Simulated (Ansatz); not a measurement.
Base system: TiN in the rock salt structure (space group Fm-3m, No. 225; a = 4.204 Å; relaxed with 0.1 eV smearing). Axes: x, y, z lie along the cube axes.

The values are results of plane-wave PAW DFT at the PBEsol level (Ansatz, an electronic-structure program, 420 eV), no SOC, earlier PAW set, not measurements.

It is then changed as follows: the cell is stretched by 3.85 % along x with no lateral relaxation; the atoms relax in the strained cell.

**Question.** Estimate the effect on the stress.

**Answer.** The stress (xx, yy, zz, yz, xz, xy; compression positive) is (-19.7, -4.5, -4.5, 0.0, 0.0, 0.0) GPa.

**Question.** What happens to the energy relative to the base?

**Answer.** The energy increases by 24 meV/atom.

No phonon test of stability was made. The final runs are not spin-polarised. An odd electron count without spin: TiN.
